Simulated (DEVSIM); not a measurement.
Device: Schottky contact on n-type GaN, at 300 K.

Layer 1 from the left is GaN, thickness (μm) 12.0, Nd (cm⁻³) 3.5e15, τn (s) 2.4e-8, τp (s) 2.4e-8. Layer 2 from the left is GaN, thickness (μm) 12.0, Nd (cm⁻³) 8e17, τn (s) 2.4e-8, τp (s) 2.4e-8.

Left contact: Schottky, work function 5.16 eV, emission velocity 1.1e7 cm/s. Right contact: ohmic. Voltage is applied to the left contact. Recombination: SRH at mid-gap, Auger. Mobility is constant in doping.

The device is made up for the run: typed textbook-type constants, with dimensions and the other settings drawn at random. Values at 300 K.

GaN: gap (eV) 3.43, affinity (eV) 4.1, permittivity 9.5, Nc (cm⁻³) 2.3e18, Nv (cm⁻³) 4.6e19, μn (cm²/Vs) 1200, μp (cm²/Vs) 100, Cn (cm⁶/s) 1e-30, Cp (cm⁶/s) 1e-30.

Simulated with DEVSIM: 1D drift-diffusion, Boltzmann statistics, complete ionisation; no tunnelling, impact ionisation, image-force lowering or self-heating. Metal contacts follow the ideal Schottky-Mott rule: no Fermi-level pinning, no interface dipoles.

Dark forward current:

```csv
|V| (V),|J| (A/cm²)
0.05,2.916e-11
0.10,2.292e-10
0.15,1.601e-9
0.20,1.101e-8
0.25,7.543e-8
0.30,5.161e-7
0.35,3.525e-6
0.40,2.403e-5
0.45,0.0001635
0.50,0.001108
0.55,0.007472
0.60,0.04993
0.65,0.3251
0.70,1.907
0.75,8.079
0.80,21.27
0.85,39.66
0.90,61.02
0.95,84.08
1.00,108.2
1.05,133.1
1.10,158.5
1.15,184.2
1.20,210.3
1.25,236.6
1.30,263.1
```

Work out the local ideality factor n = ΔV / (kT/q · ln(J2/J1)) between the rows 0.15 and 0.20 V, 1.25 and 1.30 V.

kT/q = 25.85 mV. From 0.15 to 0.20 V: ln(1.101e-8/1.601e-9) = 1.928, n = 1.00, near the 1 of diffusion or emission over a barrier. From 1.25 to 1.30 V: ln(263.1/236.6) = 0.106, n = 18.22; the layers' resistance at their doping, Σ W/(qμN) = 0.0018 Ω cm², would take 47 mV of this step of 50 mV.

Estimate the current at 0.40 V for emission alone, J0 = q v N_band exp(−φB/kT), and read the barrier back from the simulated current.

φB = 1.060 eV, N_band = 2.30e18 cm⁻³, J0 = 6.30e-12 A/cm²; J = J0 (exp(qV/kT) − 1) = 3.31e-5 A/cm². The simulation gives 2.40e-5 A/cm²; the estimate lies 38 % above. Read backwards, the simulated current gives an apparent barrier of 1.068 eV. The estimate leaves out transport through the depletion region and minority injection.
